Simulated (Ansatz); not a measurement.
The parent structure is TaN in the rock salt structure (space group Fm-3m, No. 225).

```
TaN
1.0
    0.00000     2.18730     2.18730
    2.18730     0.00000     2.18730
    2.18730     2.18730     0.00000
N Ta
1 1
Direct
  0.00000   0.00000   0.00000
  0.50000   0.50000   0.50000
```

Levels (all Ansatz, a quantum-chemistry and plane-wave program, PAW, earlier PAW set): PBEsol (420 eV, without spin-orbit coupling); r2SCAN (500 eV, no SOC).

The geometry is relaxed with PBEsol.

| Property | Value |
|---|---|
| PBEsol pressure | 0.0 GPa |

With r2SCAN at the same geometry, the pressure goes from zero to 5.3 GPa.

Single points use the geometry relaxed with PBEsol. Their cutoffs differ, which shifts pressures a little. Stability against distortions was not tested. All final runs are without spin polarisation. This is not the structure that TaN has at room temperature and ambient pressure.
